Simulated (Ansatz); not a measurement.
Take KCl in the rock salt structure (space group Fm-3m, No. 225; a = 6.2427 Å) as the base. Axes: x, y, z lie along the cube axes.

The values are results of PBEsol, PAW, 420 eV (Ansatz, a quantum-chemistry and plane-wave program; without spin-orbit coupling), not measurements.

For the base:

```
Item                            Result
-----------------------------  -------
Band gap                       5.10 eV
Shortest interatomic distance  3.121 Å
```

Perturbation: compressive biaxial strain of 1.50 % in the plane normal to [001], as in epitaxy on a mismatched substrate; the out-of-plane cell vector and the atoms relax.

Task: What happens to the band gap?

Result: The band gap rises by 0.08 eV (5.10 eV → 5.18 eV).

Task: What happens to the out-of-plane strain?

Result: The out-of-plane strain is +0.45 %.

Task: Predict the new shortest interatomic distance.

Result: The shortest interatomic distance shrinks by 0.0468 Å to 3.075 Å.

Whether these cells are dynamically stable was not tested.
